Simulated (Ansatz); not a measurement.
Consider Al in the fcc (Cu type) structure (space group Fm-3m, No. 225; a = 4.015 Å; relaxed with 0.1 eV smearing). Axes: x, y, z lie along the cube axes.

It is then changed as follows: tensile biaxial strain of 1.14 % in the plane normal to [110], as in epitaxy on a mismatched substrate; the out-of-plane cell vector and the atoms relax.

Levels (all Ansatz, a program for electronic structure, PAW, earlier PAW set): PBEsol (420 eV, without spin-orbit coupling); r2SCAN (500 eV, no spin-orbit coupling).

The geometry is relaxed with PBEsol.

```
Quantity           Result
---------------  --------
PBEsol pressure  -1.0 GPa
```

Question: What does r2SCAN give at this geometry for the pressure?

Answer: The pressure falls by 1.54 GPa (-1.0 GPa → -2.6 GPa).

A biaxial case was relaxed in a doubled cell and then solved in the primitive one. Single points use the geometry relaxed with PBEsol. Their cutoffs differ, which shifts pressures a little. No phonon test of stability was made.
